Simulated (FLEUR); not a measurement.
Input and output of a self-consistent single point for Mg2Sn (Fm-3m, 3 atoms in the cell) (FLEUR)

Method of the run: PBE, all-electron FLAPW (FLEUR), scalar-relativistic valence in FLEUR.

This input was run:

Input of the input generator:

```
Mg2Sn
&input film=f /
-0.0000000000 0.7071067812 0.7071067812
0.7071067812 -0.0000000000 0.7071067812
0.7071067812 0.7071067812 -0.0000000000
8.8960776891
1.0 1.0 1.0

3
12 0.2500000000 0.2500000000 0.2500000000
12 0.7500000000 0.7500000000 0.7500000000
50 0.0000000000 0.0000000000 0.0000000000

&comp jspins=1 /
&kpt div1=6 div2=6 div3=6 gamma=t /
&end /
```

```xml
<?xml version="1.0" encoding="UTF-8" standalone="no"?>
<fleurInput fleurInputVersion="0.39">
   <comment>
      Mg2Sn                                                                                               
   </comment>
   <calculationSetup>
      <cutoffs Kmax="4.0" Gmax="14.0" GmaxXC="14.0" numbands="0"/>
      <scfLoop itmax="100" minDistance="0.00001" maxIterBroyd="15" imix="Anderson" alpha="0.05" precondParam="0.0" spinf="2.0"/>
      <coreElectrons ctail="T" frcor="F" kcrel="0" coretail_lmax="0"/>
      <xcFunctional name="pbe" relativisticCorrections="F"/>
      <magnetism jspins="1"/>
      <soc l_soc="F" theta="0.0" phi="0.0" spav="F"/>
      <expertModes spex="0" secvar="F"/>
      <geometryOptimization l_f="T" forcealpha="1.0" forcemix="BFGS" epsdisp="0.00001" epsforce="0.00001"/>
      <ldaU l_linMix="F" mixParam="0.05" spinf="1.0"/>
   </calculationSetup>
   <cell>
      <bzIntegration valenceElectrons="34.0" mode="gauss" fermiSmearingEnergy="0.00999582">
         <kPointListSelection listName="default-1"/>
         <!-- k-points included here -->
         <xi:include xmlns:xi="http://www.w3.org/2001/XInclude" href="kpts.xml"> </xi:include>
      </bzIntegration>
      <!-- symmetry operations included here -->
      <xi:include xmlns:xi="http://www.w3.org/2001/XInclude" href="sym.xml"> </xi:include>
      <bulkLattice scale="1.0">
         <bravaisMatrix>
            <row-1>    0.0000000000000000     6.2904768600446355     6.2904768600446355</row-1>
            <row-2>    6.2904768600446355     0.0000000000000000     6.2904768600446355</row-2>
            <row-3>    6.2904768600446355     6.2904768600446355     0.0000000000000000</row-3>
         </bravaisMatrix>
      </bulkLattice>
   </cell>
   <atomSpecies>
      <species name="Magnesium (Mg)" element="Mg" atomicNumber="12">
         <mtSphere radius="1.97" gridPoints="695" logIncrement="0.016"/>
         <atomicCutoffs lmax="8" lnonsphr="6"/>
         <electronConfig flipSpins="F">
            <coreConfig>(1s1/2)</coreConfig>
            <valenceConfig>(2s1/2) (2p1/2) (2p3/2) (3s1/2)</valenceConfig>
         </electronConfig>
         <energyParameters s="3" p="3" d="3" f="4"/>
         <lo type="SCLO" l="0" n="2" eDeriv="0"/>
         <lo type="SCLO" l="1" n="2" eDeriv="0"/>
      </species>
      <species name="Tin (Sn)" element="Sn" atomicNumber="50">
         <mtSphere radius="2.63" gridPoints="925" logIncrement="0.014"/>
         <atomicCutoffs lmax="10" lnonsphr="8"/>
         <electronConfig flipSpins="F">
            <coreConfig>(1s1/2) (2s1/2) (2p1/2) (2p3/2) (3s1/2) (3p1/2) (3p3/2) (4s1/2) (3d3/2) (3d5/2) (4p1/2) (4p3/2)</coreConfig>
            <valenceConfig>(5s1/2) (4d3/2) (4d5/2) (5p1/2) (5p3/2)</valenceConfig>
            <stateOccupation state="(5p1/2)" spinUp="0.3333333333333" spinDown="0.3333333333333"/>
            <stateOccupation state="(5p3/2)" spinUp="0.6666666666667" spinDown="0.6666666666667"/>
         </electronConfig>
         <energyParameters s="5" p="5" d="5" f="4"/>
         <lo type="SCLO" l="2" n="4" eDeriv="0"/>
      </species>
   </atomSpecies>
   <atomGroups>
      <atomGroup species="Magnesium (Mg)">
         <relPos label="                   1">1.000/4.000 1.000/4.000 1.000/4.000</relPos>
         <relPos label="                   2">-1.000/4.000 -1.000/4.000 -1.000/4.000</relPos>
         <force calculate="T" relaxXYZ="TTT"/>
      </atomGroup>
      <atomGroup species="Tin (Sn)">
         <relPos label="                   3">.0000000000 .0000000000 .0000000000</relPos>
         <force calculate="T" relaxXYZ="TTT"/>
      </atomGroup>
   </atomGroups>
   <output dos="F" band="F" slice="F">
      <checks vchk="F" cdinf="F"/>
      <bandDOS minEnergy="-.5*Htr" maxEnergy="0.5*Htr" sigma="0.015" storeEVData="T"/>
      <vacuumDOS vacdos="F" integ="F" star="F" nstars="0" locx1="0.0" locy1="0.0" locx2="0.0" locy2="0.0" nstm="0" tworkf="0.0"/>
      <unfoldingBand unfoldBand="F" supercellX="1" supercellY="1" supercellZ="1"/>
      <plotting iplot="0" polar="F">
         <plot TwoD="T" vec1="  1.0  0.0  0.0" vec2="  0.0  1.0  0.0" vec3="  0.0  0.0  1.0" zero="  0.0  0.0  0.0" file="plot"/>
      </plotting>
      <chargeDensitySlicing numkpt="0" minEigenval="0.0" maxEigenval="0.0" nnne="0" pallst="F"/>
      <specialOutput eonly="F"/>
      <magneticCircularDichroism mcd="F" energyLo="-10.0" energyUp="0.0"/>
   </output>
  <!-- We include the file relax.xml here to enable relaxations (see documentation) -->
  <xi:include xmlns:xi="http://www.w3.org/2001/XInclude" href="relax.xml"> <xi:fallback/> </xi:include>
</fleurInput>
```

Log, with long lists cut:

```
      Welcome to FLEUR        (www.flapw.de)
      MaX-Release 8.1          (www.max-centre.eu)

 ========== k-point set info ==========
 Selected k-point list: default-1
 k-point list type: mesh
 6 x 6 x 6
 Number of k points: 16

 ------------Calculation Setup---------------------------
           1           2           4           8          16
 Number of basis functions:          578
 Iteration:     1   Distance:       4.26058967 me/bohr^3
 Iteration:     2   Distance:       3.99065835 me/bohr^3
 Iteration:     3   Distance:       1.40511692 me/bohr^3
 Iteration:     4   Distance:       0.80036913 me/bohr^3
 Iteration:     5   Distance:       0.66837624 me/bohr^3
 Iteration:     6   Distance:       0.14231232 me/bohr^3
   [... 3 lines left out ...]
 Iteration:    10   Distance:       0.00851712 me/bohr^3
 Iteration:    11   Distance:       0.00070491 me/bohr^3
 Iteration:    12   Distance:       0.00069736 me/bohr^3
 Iteration:    13   Distance:       0.00004275 me/bohr^3
 Iteration:    14   Distance:       0.00000854 me/bohr^3
 Run finished successfully
 Stop message:
   Structural relaxation: Done

[file out, last iteration]
             iter=     15
          p o t e n t i a l   g e n e r a t o r
[...]
          integral of pseudo charge density inside the slab=        0.000000   0.000000
     coulomb potential in the interstitial region:
          density-coulomb potential integrals
          total density-coulomb potenti   -10592.1838962306
          density-effective potential integrals for spin  1
          total density-effective poten   -1.0850526722E+04
          charge density-energy density integrals
          total charge density-energy d   -1.9833937716E+02
 Updated energy parameters for spin:           1
  Atom    1 3s branch from -2.59 to  2.48 htr. ; e_l =  0.0324
  Atom    1 3p branch from -1.35 to  2.84 htr. ; e_l =  0.1578
  Atom    1 3d branch from -9.99 to  2.70 htr. ; e_l =  0.3127
  Atom    1 4f branch from -9.99 to  5.14 htr. ; e_l =  0.4760
  Atom    1 2s branch from-45.96 to -2.59 htr. ; e_l(l -2.6161
  Atom    1 2p branch from -9.99 to -1.35 htr. ; e_l(l -1.3945
  Atom    2 5s branch from -4.54 to  0.64 htr. ; e_l = -0.0934
  Atom    2 5p branch from -2.92 to  1.26 htr. ; e_l =  0.1139
  Atom    2 5d branch from -0.54 to  2.38 htr. ; e_l =  0.3138
  Atom    2 4f branch from -9.99 to  1.76 htr. ; e_l =  0.4598
  Atom    2 4d branch from-17.00 to -0.54 htr. ; e_l(l -0.5747
[...]
 fermi energy and band-weighting factors:
at   0.00000   0.00000   0.00000   k-weight:    0.004630
   27 eigenvalues :
   -2.615989   -2.615934   -1.394235   -1.394235   -1.394235   -1.393908   -1.393908   -1.393908
   -0.577483   -0.577483   -0.577483   -0.575909   -0.575909   -0.149400    0.193317    0.193317
    0.193317    0.255568    0.274779    0.274779    0.274779    0.353212    0.396297    0.396297
    0.413332    0.413332    0.413332
   [... 2 blocks of this kind left out ...]

[...]
FERMIE:
          first approx. to ef    (T=0)  :   0.190338 htr   (energy of the highest occ. eigenvalue)
          number of occ. states  (T=0)  :        270
          first approx. to seigv (T=0)  : -32.573023 htr
   [... lines left out ...]
          total moment                 =     0.00000
 Direct bandgap for spin            1 :    7.0288032955396207E-003  Htr
   [... lines left out ...]
          0.00133630  electrons lost from core.
          total charge for spin  1=   74.000000
          interst. charge =       4.983619
          mt charge=             10.267560   48.481261
          total charge  =   74.000000
          zc=    74.000000     qfix=    1.000000
     t o t a l  e n e r g y
          sum of eigenvalues =             -3942.7062695051
          density-coulomb potential int   -10592.1838962306
          density-effective potential i   -10850.5267219695
          charge density-ex.-corr.energ     -198.3393771568
          el.-nucl. inter. diff. m.t.        473.7439101653
          Madelung term for atom type:       -10.4665395496
          el.-nucl. inter. diff. m.t.       7490.7772484898
          Madelung term for atom type:       -18.2259270958
 ---->    total energy=                    -6579.8244981083 htr
 ---->    (input%tkb*entropy) TS=              0.0000000000 htr
 ---->    free energy=                     -6579.8244981083 htr
      extrapolation for T->0
 ---->    total electron energy=           -6579.8244981083 htr
 ***** TOTAL FORCES ON ATOMS *****
 TOTAL FORCE FOR ATOM TYPE=  1  X=  3.145   Y=  3.145   Z=  3.145
                       FX_TOT= 0.000000 FY_TOT= 0.000000 FZ_TOT= 0.000000
 TOTAL FORCE FOR ATOM TYPE=  2  X=  0.000   Y=  0.000   Z=  0.000
                       FX_TOT= 0.000000 FY_TOT= 0.000000 FZ_TOT= 0.000000
 Structural relaxation: Done
```

The run converged in 14 iterations. FLEUR gives forces in its relaxation mode, with a further iteration, so its stop message speaks of a relaxation.

The starting cell comes from a database of computed structures (which also holds hypothetical and non-ambient phases and stackings), without a prior relaxation at this level. Its lattice was rescaled by a random factor within 2.5 % of one. Values depend on the basis (sphere radii, cutoffs, local orbitals), which need not be converged. The log's line on a gap gives a spacing of levels on this mesh, which the program prints for metals too.

Cost on one core of a shared machine: roughly 30 s.
